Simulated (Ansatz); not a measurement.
# A computed series for BC5: pressure series

The reference is BC5 (space group I-4m2, No. 119; a = 2.513 Å, c = 11.411 Å; a cell from a computed database, its experimental status unchecked).

Cell and atoms are relaxed at each pressure.

Method: PBE (Ansatz, a program for electronic structure; PAW; 420 eV plane waves; scalar-relativistic without spin-orbit coupling).

| case | c/a ratio | volume per atom |
|---|---|---|
| base | 4.540 | 6.01 Å³ |
| pressure −2 GPa | 4.540 | 6.04 Å³ |
| pressure −1 GPa | 4.540 | 6.02 Å³ |
| pressure 0.3 GPa | 4.540 | 6.00 Å³ |
| pressure 0.7 GPa | 4.541 | 6.00 Å³ |
| pressure 1.5 GPa | 4.541 | 5.98 Å³ |
| pressure 3 GPa | 4.542 | 5.96 Å³ |
| pressure 5 GPa | 4.543 | 5.93 Å³ |
| pressure 7.5 GPa | 4.544 | 5.89 Å³ |
| pressure 10 GPa | 4.545 | 5.86 Å³ |

Load acts through the strain it causes; cell and atoms are relaxed under it. Stability against distortions was not tested. Competing high-pressure phases were not computed. The final runs are not spin-polarised. An odd electron count without spin: BC5.
